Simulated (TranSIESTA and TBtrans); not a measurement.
Junction: Au chain with one Ta atom in place of Au. Leads: straight Au chain, spacing 2.703 Å. Geometry: 3 atoms about the centre moved by SIESTA (PBE, DZP) to a largest force of 0.03 eV/Å, all others as built, motion along the axis alone. Transport runs along z; the first 4 and the last 4 of the 15 atoms are the lead cells, repeated to infinity.

```xyz
15
Lattice="9.000 0.000 0.000 0.000 9.000 0.000 0.000 0.000 40.192" Properties=species:S:1:pos:R:3 pbc="F F T"
Au     4.500     4.500     0.000
Au     4.500     4.500     2.703
Au     4.500     4.500     5.406
Au     4.500     4.500     8.109
Au     4.500     4.500    10.812
Au     4.500     4.500    13.515
Au     4.500     4.500    16.200
Ta     4.500     4.500    18.746
Au     4.500     4.500    21.293
Au     4.500     4.500    23.974
Au     4.500     4.500    26.677
Au     4.500     4.500    29.380
Au     4.500     4.500    32.083
Au     4.500     4.500    34.786
Au     4.500     4.500    37.489
```
Starting moments (μB): atom 8 +1.

Run with TranSIESTA and TBtrans (open boundaries, self-consistent; PseudoDojo norm-conserving potentials, scalar-relativistic): Spin polarized, PAO.BasisSize DZP, PAO.EnergyShift 0.15 eV, XC.Authors PBE, Mesh.Cutoff 200 Ry, ElectronicTemperature 300 K, TS.Voltage 0.0 eV, TBT.Elecs.Eta 0.001 eV.

Energies count from the leads' Fermi level. Transmissions are for each spin. The energy step is 0.01 eV; narrower resonances are cut or missed.

```tsv
E (eV)	T up	T down
-0.20	0.537	0.902
-0.15	0.623	0.907
-0.10	0.663	0.886
-0.05	0.704	0.876
0.00	0.737	0.871
0.05	0.761	0.868
0.10	0.779	0.866
0.15	0.792	0.864
0.20	0.802	0.863
```

Question: Give the zero-bias conductance in μS and the resistance at 300 K.

Answer: At the Fermi level the mean of both spins is (0.737 + 0.871)/2 = 0.804. Averaged with −∂f/∂E over the full grid (kT = 25.9 meV) it is 0.803. With G0 = 2e²/h = 77.48 μS, G = 62.2 μS and R = 1/G = 16.1 kΩ.

Question: The eigenchannels at the Fermi level (both spins) transmit 0.737, 0.871. What Fano factor of the shot noise follows at low temperature and bias?

Answer: F = Σ τ(1 − τ)/Σ τ = 0.306/1.61 = 0.19.

Moments were seeded on the central atoms alone, and one start was tried. The leads' channel count changes near -0.04 eV, within the thermal window, so values at the Fermi level hang on where that band edge falls. The straight chain is held at its spacing; free chains may zigzag or dimerise. Spin-orbit coupling, left out here, matters for the heavy atoms.
